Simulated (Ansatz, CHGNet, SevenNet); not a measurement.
## Ti3Al (P6₃/mmc, No. 194): properties by level of theory

```json
[
 {"level (code)": "CHGNet 0.3.0 (CHGNet)", "lattice constant a (Å)": "5.760", "c axis length (Å)": "4.684"},
 {"level (code)": "SevenNet-0 (SevenNet)", "lattice constant a (Å)": "5.717", "c axis length (Å)": "4.695"},
 {"level (code)": "SevenNet-l3i5 (SevenNet)", "lattice constant a (Å)": "5.740", "c axis length (Å)": "___"},
 {"level (code)": "PBEsol (Ansatz)", "lattice constant a (Å)": "5.687", "c axis length (Å)": "4.607"},
 {"level (code)": "r²SCAN (Ansatz)", "lattice constant a (Å)": "___", "c axis length (Å)": "___"}
]
```

### Question
What belongs in the gaps?

### Answer

- SevenNet-l3i5 (SevenNet), c axis length (Å): 4.676
- r²SCAN (Ansatz, a quantum-chemistry and plane-wave program), lattice constant a (Å): 5.748
- r²SCAN (Ansatz), c axis length (Å): 4.632

Ansatz's density-functional and Hartree–Fock values are scalar-relativistic unless marked +SOC, with PAW data made under PBE.

The computed numbers hold no vibrational or temperature effects.
